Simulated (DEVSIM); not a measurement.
Device: GaAs n-p junction from an implanted or diffused profile, at 400 K.

```tsv
layer (left to right)	material	thickness (μm)	Na (cm⁻³)	τn (s)	τp (s)
1	GaAs	180	1.4e15	3.1e-9	3.1e-9
```

Added donor profile: 1.6e17 cm⁻³ × exp(−(x − 0 μm)²/(2·(0.048 μm)²)). Left contact: ohmic. Right contact: ohmic. Voltage is applied to the left contact. Recombination: SRH at mid-gap, Auger. Mobility is constant in doping. Where it depends on doping, it is μmin + (μ − μmin)/(1 + (N/Nref)^α).

This is a model device: material constants are rounded textbook-type values typed into the input, and sizes, dopings and lifetimes were drawn at random. Values at 300 K; Nc and Nv go as T^1.5, mobilities as T to minus their exponent, the gap by Varshni's rule with the affinity fixed. The table also holds parameters that only a changed run uses.

```
parameter             GaAs
----------------  --------
gap (eV)             1.424
affinity (eV)         4.07
permittivity          12.9
Nc (cm⁻³)           4.7e17
Nv (cm⁻³)             9e18
μn (cm²/Vs)           8500
μp (cm²/Vs)            400
μn,min                 500
μp,min                  20
Nref,n                6e16
Nref,p              1.5e17
αn                    0.39
αp                    0.38
T exponent of μn       2.1
T exponent of μp       2.2
Cn (cm⁶/s)           1e-30
Cp (cm⁶/s)           1e-30
Varshni α (eV/K)  0.000541
Varshni β (K)          204
```

DEVSIM, 1D drift-diffusion, Boltzmann statistics, complete ionisation; no tunnelling, impact ionisation, image-force lowering or self-heating.

Base results: potential step across the device at zero bias (V) 1.008.

Q: What follows from this one change: temperature 400 → 350 K?

A: potential step across the device at zero bias 1.008 → 1.090 V.

Q: What follows from this one change: doping Na of layer 1 1.4e+15 → 1.4e+14 cm^-3?

A: potential step across the device at zero bias 1.008 → 0.929 V.
